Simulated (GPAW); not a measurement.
Worked example: self-consistent single point of KCdF3 (Pm-3m, 5 atoms in the cell) in GPAW.

Level of theory: LDA (Perdew-Wang 92), GPAW PAW datasets LDA (gpaw-data 1.0.1) (plane waves; GPAW).

```yaml
crystal:
  lattice:
    - [4.38209, 0.00000, 0.00000]
    - [0.00000, 4.38209, 0.00000]
    - [0.00000, 0.00000, 4.38209]
  atoms:
    - { symbol: K, position: [0.00000, 0.00000, 0.00000] }
    - { symbol: Cd, position: [0.50000, 0.50000, 0.50000] }
    - { symbol: F, position: [0.00000, 0.50000, 0.50000] }
    - { symbol: F, position: [0.50000, 0.00000, 0.50000] }
    - { symbol: F, position: [0.50000, 0.50000, 0.00000] }
```

Reference input (self-consistent single point, DFT PBEsol, plane waves, GPAW PAW datasets PBEsol (made by gpaw-setup)): mode = pw; ecut = 900 eV; xc = PBEsol; kpts = 6 6 6; mesh shift (steps) = 0 0 0; occupations.name = fermi-dirac; occupations.width = 0.05 eV; nbands = -8; convergence.bands = -6; symmetry.symmorphic = false; symmetry.tolerance = 0.0005; maxiter = 100. This run's input differs from it in these lines:

```diff
@@ -16,3 +16,3 @@
 calc = GPAW(mode={'name': 'pw', 'ecut': 900},
-            xc='PBEsol',
+            xc='LDA',
             kpts={'size': (6, 6, 6), 'gamma': True},
```

Its files differ too (potentials: GPAW PAW datasets LDA (gpaw-data 1.0.1)).

Output (repeated stretches shortened):

```
     iter     time        total  log10-change:
                         energy   eigst   dens
iter:   1 --:--:--   -24.003715   -0.11
iter:   2 --:--:--   -23.551194   -0.82  -1.20
iter:   3 --:--:--   -22.319551   -0.56  -1.24
iter:   4 --:--:--   -22.347445   -0.79  -1.46
iter:   5 --:--:--   -22.180674   -1.17  -1.65
iter:   6 --:--:--   -22.169152   -2.41  -2.31
iter:   7 --:--:--   -22.191382   -1.89  -2.65
iter:   8 --:--:--   -22.167851   -2.20  -2.24
iter:   9 --:--:--   -22.167941   -3.67  -3.36
iter:  10 --:--:--   -22.168086c  -3.84  -3.40
iter:  11 --:--:--   -22.168141c  -4.68  -3.12
iter:  12 --:--:--   -22.167827c  -3.93  -3.12
iter:  13 --:--:--   -22.167829c  -5.18  -3.77
iter:  14 --:--:--   -22.167843c  -5.26  -3.83
iter:  15 --:--:--   -22.167828c  -5.25  -3.83
iter:  16 --:--:--   -22.167828c  -6.30  -4.94c
iter:  17 --:--:--   -22.167828c  -6.27  -4.90c
iter:  18 --:--:--   -22.167828c  -6.67  -4.91c
iter:  19 --:--:--   -22.167828c  -7.03  -4.87c
iter:  20 --:--:--   -22.167828c  -7.61c -4.91c
Converged after 20 iterations.

Dipole moment: (-0.000000, -0.000000, -0.000000) |e|*Ang

Energy contributions relative to reference atoms: (reference = -176473.513014)

Kinetic:        +34.353721
Potential:      -30.764614
External:        +0.000000
XC:             -25.027496
Entropy (-ST):   -0.000000
Local:           -0.729439
SIC:             +0.000000
--------------------------
Free energy:    -22.167828
Extrapolated:   -22.167828

Showing only first 2 kpts
 Kpt  Band  Eigenvalues  Occupancy
  0    19     -1.09445    2.00000
  0    20     -1.09445    2.00000
  0    21      3.50915    0.00000
  0    22      8.71072    0.00000

  1    19     -1.06583    2.00000
  1    20     -1.06583    2.00000
  1    21      3.97994    0.00000
  1    22      8.68218    0.00000

Fermi level: 2.14467

Gap: 2.740 eV
Transition (v -> c):
   [... lines left out ...]
Direct gap: 4.604 eV
   [... lines left out ...]
Energy (eV): -22.167828

Forces in eV/Ang:
  0 K     0.00000    0.00000    0.00000
  1 Cd   -0.00000   -0.00000    0.00000
  2 F    -0.00000   -0.00000   -0.00000
  3 F    -0.00000   -0.00000   -0.00000
  4 F    -0.00000   -0.00000    0.00000

Stress tensor:
     0.029659     0.000000     0.000000
     0.000000     0.029659     0.000000
     0.000000     0.000000     0.029659
Stress (GPa, Voigt): [4.7519 4.7519 4.7519 0.     0.     0.    ]
```

The run converged in 20 iterations. GPAW prints stress with tension positive. Against the reference run the gap on the mesh goes from 2.899 to 2.740 eV.

At such cutoffs GPAW's stress carries a finite-basis (Pulay) error, which enters relaxed cells too; its log prints stress with tension positive.

The starting cell comes from a database of computed structures (which also holds hypothetical and non-ambient phases and stackings), without a prior relaxation at this level.

Cost on one core of a shared machine: roughly 30 s.
